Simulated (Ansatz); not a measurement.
A (4,0) AlN nanotube has 16 atoms in a period of 5.208 Å, a mean diameter of 4.27 Å, and lies 261 meV/atom over the flat sheet relaxed at the same level.

All values below come from PBE (plane waves to 420 eV, PAW; Ansatz, a program for electronic structure). Mesh 1×1×6. No spin polarisation. Isolated but for its images some 11 Å away. A hypothetical model, rolled from the flat sheet. Symmetry and one short period hold its shape; lower forms weren't sought.

### Question
Which bending rigidity of the sheet does this imply in the thin-plate picture?

### Answer
A plate bent to radius R stores D/(2R²) an area. The area an atom is π × 4.27 × 5.208/16 = 4.37 Å², so the stored energy is 0.261/4.37 = 0.0597 eV/Å². With R = 2.135 Å, D = 2R² × 0.0597 = 0.54 eV. At this curvature the harmonic plate is a rough guide.
